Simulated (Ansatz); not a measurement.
Consider this model of amorphous Hf$_{18}$O$_{27}$N$_{6}$.

```xyz
51
Lattice="8.6362 -0.1034 0.1331 -0.1034 8.7859 0.0205 0.1331 0.0205 8.5599" Properties=species:S:1:pos:R:3 pbc="T T T"
Hf     5.9903     1.1539     7.7168
Hf     2.8389     6.8304     0.5075
Hf     3.9710     4.6484     6.5960
Hf     2.1102     1.2591     7.1518
Hf     5.9246     2.8732     4.0945
Hf     8.3323     7.7107     0.2314
Hf     1.5290     8.4152     3.1386
Hf     3.6233     1.8225     1.6323
Hf     8.1331     0.8059     5.4609
Hf     4.1968     8.3917     5.2109
Hf     6.7198     8.4114     2.7817
Hf     0.1462     2.6055     1.7389
Hf     8.3814     5.4751     3.2379
Hf     6.5143     6.2545     5.9710
Hf     4.1434     5.5548     3.5473
Hf     6.2173     4.2818     0.7698
Hf     2.2119     2.9794     4.4867
Hf     0.4624     4.5145     6.9672
O      5.0893     0.8709     3.5503
O      1.8837     1.6753     2.9053
O      4.1603     0.5269     7.1520
O      0.1595     0.3978     1.6059
O      6.5576     2.1225     5.9511
O      5.7348     5.1637     7.5767
O      4.2365     6.7334     6.3415
O      2.2608     5.1965     7.7731
O      4.0359     3.2962     3.1359
O      1.2841     6.6831     1.7590
O      1.0838     4.0484     2.8542
O      6.3286     8.3804     6.1203
O      4.2710     5.6709     1.4921
O      3.4570     2.7290     6.1486
O      2.6424     4.9124     4.9183
O      3.0520     7.2650     3.8488
O      5.6142     7.0584     3.9759
O      6.3630     8.6954     0.6879
O      2.3006     0.4904     5.1223
O      8.1145     5.0810     5.2221
O      2.0368     2.2532     0.3766
O      1.7739     8.0656     7.9286
O      8.5239     0.5441     7.4457
O      3.2412     8.6111     1.4841
O      7.3040     6.5807     1.7848
O      8.0803     6.2521     7.4547
O      7.5960     1.5687     3.5314
N      7.0317     3.9586     2.6818
N      5.3734     4.6649     5.0030
N      0.7775     2.6498     5.9036
N      5.1054     2.5874     0.4304
N      8.0430     3.4930     0.1345
N      8.3493     7.8116     4.1640
```

Method: PBE, scalar-relativistic without spin-orbit coupling (plane waves to 420 eV, PAW; Ansatz, a first-principles code).

A CHGNet melt-quench gave the starting glass, which DFT then relaxed. O and N atoms were pushed apart under 1.9 Å during the dynamics, to hinder bonds among them. The hot cell started wider than the set density and was brought back towards it in steps. It is the lowest in DFT energy of 3 quenches. It is a model cell: composition and starting density were chosen by hand, and all elements were melted together. No dispersion term was used. Its density started from a set value of 9.54 and ended at 9.54 g/cm³. Cooling (nominally 380 K/ps over its main leg) ran many orders faster than in experiment, which tends to leave more defects and strain. A cell of this size samples the disorder only roughly. The volume was held where the preparation left it and the shape relaxed, at a PBE pressure of -1.1 GPa (tension). Stress components on the final sampling reach 1.2 GPa.

Bonds are counted up to Hf-Hf 3.34 Å, Hf-O 2.78 Å, Hf-N 2.68 Å, O-O 1.58 Å, O-N 1.64 Å, N-N 1.70 Å. Two cations that share two anions don't count as bonded, nor two that share one unless they lie closer than Hf-Hf 3.25 Å.

Task: Give the coordination numbers, mean bond lengths and angles.

Result: 
```yaml
Mean coordination of Hf by anions: 6.33 (2 with 5, 8 with 6, 8 with 7)
Mean coordination of O: 3.41 (16 with 3, 11 with 4)
Mean coordination of N: 3.67 (2 with 3, 4 with 4)
Mean Hf-O bond: 2.184 Å (spread 0.146 Å, 92 counted)
Mean Hf-N bond: 2.158 Å (spread 0.119 Å, 22 counted)
Bond angle at Hf: mean 102.2°, spread 29.4°
Bond angle at O: mean 111.8°, spread 18.0°
Bond angle at N: mean 110.3°, spread 16.5°
```

Task: List the pairs of like atoms that count as bonded by the rules above.

Result: There are none by these rules.

Task: What Bader charges do the atoms carry, from a run on one k-point at (1/4, 1/4, 1/4)?

Result: Means (range): Hf +2.54 e (+2.45 to +2.62), O -1.32 e (-1.37 to -1.28), N -1.69 e (-1.71 to -1.66).
```
atom  charge (e)
----  ----------
Hf1        +2.54
Hf2        +2.62
Hf3        +2.54
Hf4        +2.59
Hf5        +2.51
Hf6        +2.62
Hf7        +2.53
Hf8        +2.54
Hf9        +2.49
Hf10       +2.60
Hf11       +2.56
Hf12       +2.55
Hf13       +2.52
Hf14       +2.57
Hf15       +2.54
Hf16       +2.45
Hf17       +2.52
Hf18       +2.50
O19        -1.37
O20        -1.33
O21        -1.29
O22        -1.33
O23        -1.30
O24        -1.30
O25        -1.29
O26        -1.33
O27        -1.37
O28        -1.31
O29        -1.29
O30        -1.35
O31        -1.34
O32        -1.32
O33        -1.28
O34        -1.28
O35        -1.33
O36        -1.32
O37        -1.35
O38        -1.31
O39        -1.31
O40        -1.29
O41        -1.31
O42        -1.30
O43        -1.33
O44        -1.33
O45        -1.35
N46        -1.70
N47        -1.66
N48        -1.70
N49        -1.71
N50        -1.66
N51        -1.71
```
